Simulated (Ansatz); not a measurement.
The starting structures come from a database of crystals and need not be the phases stable at ambient conditions.

By LDA, the system below comes out a metal.

The ballistic (Sharvin) conductance counts the channels at the Fermi level: G/A = (e²/h) × channels of both spins per area.

```
CELL_PARAMETERS angstrom
      2.46108     0.00000     0.00000
     -0.92225     2.28175     0.00000
      0.76942     1.14087     2.04042
ATOMIC_POSITIONS crystal
  Cu 0.00000 0.00000 0.00000
```

Space group of this cell: I4/mmm. The cell is taken as given; by LDA its mean pressure is -7.8 GPa.

The current flows along the normal of the first two printed cell vectors, the (110) plane of the conventional cell. No spin-orbit coupling; the value is a mean over 0.1 eV about the Fermi level.

Question: Give the ballistic conductance per area that LDA in Ansatz (a program for electronic structure) yields.

Answer: 1.1 × 10¹⁵ S/m² for both spins.
